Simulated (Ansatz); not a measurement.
Si (model structure, started from the beta-W type, Pm-3n, No. 223, 8 atoms in the cell) was calculated with PBEsol (Ansatz, an electronic-structure program, plane waves, PAW).

Input file:

Ansatz 0.2 input:
```yaml
crystal:
  lattice:
    - [4.8676057991, 0.0, 0.0]
    - [0.0, 4.8676057991, 0.0]
    - [0.0, 0.0, 4.8676057991]
  atoms:
    - { symbol: Si, position: [0.25, 0.0, 0.5] }
    - { symbol: Si, position: [0.75, 0.0, 0.5] }
    - { symbol: Si, position: [0.0, 0.5, 0.25] }
    - { symbol: Si, position: [0.0, 0.5, 0.75] }
    - { symbol: Si, position: [0.5, 0.25, 0.0] }
    - { symbol: Si, position: [0.5, 0.75, 0.0] }
    - { symbol: Si, position: [0.0, 0.0, 0.0] }
    - { symbol: Si, position: [0.5, 0.5, 0.5] }
basis:
  ecutwfc: 520
  ecutrho_ratio: 4
  xc_grid: 2
kpoints:
  mp_grid: { grid: [12, 12, 12] }
hamiltonian:
  xc: pbesol
  dispersion: none
  pseudopotentials: { kind: paw }
scf:
  occupations: { method: fermi_dirac, width: 0.05 }
  convergence: { dr2_threshold: 0.0000000008 }
output:
  forces: true
  stress: true
  eigenvalues: true
```

Excerpt of the program's output:

```
Crystal: 8 atoms, lattice volume = 115.331 Å³
Basis set: ecut = 520 eV, 3071 PW (Γ), exchange–correlation on 80×80×80 points (8 copies of the dense FFT grid, shifted against one another)
Bands: 24, of which v1, the nominal top of the filled ones, is band 16 counted from 1 (15 counted from 0)
Symmetry: 48 space group operations
Space group: Pm-3n (ITA 223), of the structure as read, at distance tolerance 4.9e-5 Å
k-points: 84 of 1728
Functional: x = pbesol(κ = 0.804, μ = 0.12345679012345678), c = pbesol(β = 0.046)
SCF iter   1: F=—  HF=-4968.200452 eV  |F-HF|=—  |Δ(HF+E_count)|=         —  Δρ=1.87e-3  dr2=2.81e-3
SCF iter   2: F=—  HF=-4968.200273 eV  |F-HF|=—  |Δ(HF+E_count)|=   1.78e-4  Δρ=1.13e-3  dr2=1.13e-3
  ...
SCF iter   5: F=—  HF=-4968.200016 eV  |F-HF|=—  |Δ(HF+E_count)|=   4.43e-7  Δρ=2.25e-6  dr2=4.27e-9
SCF iter   6: F=-4968.200016 eV  HF=-4968.200016 eV  |F-HF|=2.91e-11  |Δ(HF+E_count)|=  6.98e-10  Δρ=3.76e-7  dr2=1.04e-10
SCF 1 converged in 6 iterations: F = -4968.200016 eV  dr2 = 1.04e-10
SCF converged after 6 iterations
Free energy (F): -4968.200016 eV
Internal energy: -4968.169930 eV  (E = F + TS)
E sigma→0 (E₀):  -4968.184973 eV
Fermi energy:    10.723664 eV
--- Forces (eV/Å), atoms counted from 1 ---
  atom   1  Si     0.00000000     0.00000000     0.00000000
  atom   2  Si     0.00000000     0.00000000    -0.00000000
  atom   3  Si     0.00000000     0.00000000     0.00000000
  atom   4  Si     0.00000000     0.00000000     0.00000000
  atom   5  Si     0.00000000     0.00000000     0.00000000
  atom   6  Si     0.00000000    -0.00000000     0.00000000
  atom   7  Si    -0.00000000    -0.00000000     0.00000000
  atom   8  Si    -0.00000000     0.00000000     0.00000000
--- Stress (GPa, compression-positive) ---
        0.019702      -0.000000       0.000000
       -0.000000       0.019702       0.000000
        0.000000       0.000000       0.019702
  P = ⅓ Tr σ = 0.0197 GPa (0.197 kbar)
```

The PAW data were made under PBE.

Note: the relaxation could raise the start's symmetry but not lower it, so the cell can be a saddle point.

It cost about 10 core-seconds (a rough figure) of CPU time.

A model structure was made by putting elements into a prototype or built by hand; it is no filed structure, need not be a known phase, and can be a saddle point held by its symmetry.
